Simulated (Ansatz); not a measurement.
**Cs interstitial (orthorhombic CsPbBr3 host)**

The numbers are results of PBE, PAW (plane waves to 420 eV; Ansatz, an electronic-structure program), not measurements. The supercell holds 80 host sites (2×1×2 repeats of a cell of 20 atoms), with a 1×2×1 shifted k-point sampling for the final energies. Site at the start: void with 3Br1Pb nearest. Finite-size correction: monopole term and site-potential alignment. Dielectric constants: PBE linear response of the host. Host gap at this level: 2.13 eV. These values are not converged in cell size to better than tenths of an eV.  Spin–orbit coupling is left out, which matters for these heavy elements. Each state is the lowest found from its start.

In at least one state atoms left their starting sites on relaxation (a large move, or an atom on the emptied site), so the name describes the start.

The name describes the start; the neighbours show where the atoms ended.

Charges with a result: +1, 0. Others weren't obtained, and one of them could lie lower, also by skipping a charge.

```tsv
charge	moment (μB)	point group	largest move off a lattice site (Å)	neighbours of the last Cs atom of the defect at the end (Å)	image correction with alignment (eV)
+1	not spin-polarised	Cs	1.42	Br 3.46, Br 3.47	0.18
0*	1.0	Cs	1.43	Br 3.46, Br 3.47	–
```

* At this level the carrier isn't localised at the defect: at charge 0 electrons occupy the conduction band. Such a state is shallow or no state of the defect, and this cell gives it no level.

Point groups are those of the whole cell at tolerances of 0.03 and 0.1 Å ("near" where only the looser one holds); none is given for unsettled states.

No other site or start that was run ended lower by more than 0.1 eV.

Flagged in the runs: a host whose relaxation on this sampling wasn't shown to rest, a strain field that reaches the edge of the cell.
